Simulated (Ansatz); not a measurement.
Data:

```
CELL_PARAMETERS angstrom
      0.00000     3.27881     3.27881
      3.27881     0.00000     3.27881
      3.27881     3.27881     0.00000
ATOMIC_POSITIONS crystal
  Te 0.75000 0.75000 0.75000
  Cd 0.00000 0.00000 0.00000
```

A single point on CdTe, its geometry relaxed with r2SCAN.

Level of theory: HSE06, PAW, 420 eV (Ansatz, an electronic-structure program; spin-orbit coupling included). k-mesh 6×6×6 (Γ-centred); smearing 0.01 eV (Fermi–Dirac).

Predict the band gap.

1.21 eV.

What valence-band top at Γ (three highest Kramers pairs, from the VBM) does the calculation give?

0.00, 0.00, -0.94 eV.

Single points use the geometry relaxed with r2SCAN. Whether these cells are dynamically stable was not tested. The cell is CdTe in the zinc blende structure (space group F-43m, No. 216).
